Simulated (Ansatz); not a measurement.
**CsSnI3, response to strain**

Base system: CsSnI$_{3}$ in the cubic perovskite structure (space group Pm-3m, No. 221).

```xyz
5
Lattice="6.2713 0.0000 0.0000 0.0000 6.2713 0.0000 0.0000 0.0000 6.2713" Properties=species:S:1:pos:R:3 pbc="T T T"
Cs     0.0000     0.0000     0.0000
Sn     3.1357     3.1357     3.1357
I      3.1357     0.0000     3.1357
I      0.0000     3.1357     3.1357
I      3.1357     3.1357     0.0000
```

Strains are applied to the cell and any free atomic positions relax.

Level of theory: Kohn–Sham DFT with the PBE functional, run in Ansatz (an electronic-structure program) with PAW and 420 eV plane waves, no spin-orbit coupling.

Candidates:
(a) isotropic strain −1.80 %
(b) isotropic strain −1.20 %
(c) isotropic strain −3.00 %
(d) isotropic strain −2.40 %
(e) isotropic strain −0.60 %

Notes on the quantities. energy relative to the base: free energy F.

Order them by energy relative to the base, highest first.

(c) isotropic strain −3.00 % (+25 meV/atom), (d) isotropic strain −2.40 % (+16 meV/atom), (a) isotropic strain −1.80 % (+9.4 meV/atom), (b) isotropic strain −1.20 % (+4.5 meV/atom), (e) isotropic strain −0.60 % (+1.4 meV/atom)

Stability against distortions was not tested. All final runs are without spin polarisation. Many cubic perovskites are stable only at high temperature; tilts and polar distortions were not tested.
